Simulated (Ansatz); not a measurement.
**What uniaxial strain ε_zz = +1.50 % does to HfN**

Base system: HfN in the rock salt structure (space group Fm-3m, No. 225; a = 4.468 Å; relaxed with 0.1 eV smearing). Axes: x, y, z lie along the cube axes.

Now apply this change: uniaxial strain ε_zz = +1.50 %, all other strain components held at zero; the atoms relax in the strained cell.

Computed with LDA/PAW in Ansatz (a quantum-chemistry and plane-wave program), no spin-orbit coupling. Settings: 22×22×22 k-points, 0.1 eV Fermi–Dirac smearing.

| quantity | base | changed | shift |
|---|---|---|---|
| volume per atom | 11.15 Å³ | 11.32 Å³ | +0.17 Å³ |
| space group | Fm-3m (No. 225) | I4/mmm (No. 139) | – |
| shortest interatomic distance | 223.4 pm | 223.4 pm | 0.0 pm |
| energy relative to the base (free energy F) | 0 meV/atom | +5.0 meV/atom | +5.0 meV/atom |
| band gap | zero | zero | – |
| stress (xx, yy, zz, yz, xz, xy; compression positive) | – | (-1.7, -1.7, -9.3, 0.0, 0.0, 0.0) GPa | – |

Cost of the whole job for the changed cell (relaxation, final SCF and bands): roughly 40 core-seconds.

Stability against distortions was not tested. All final runs are without spin polarisation. An odd electron count without spin: HfN.
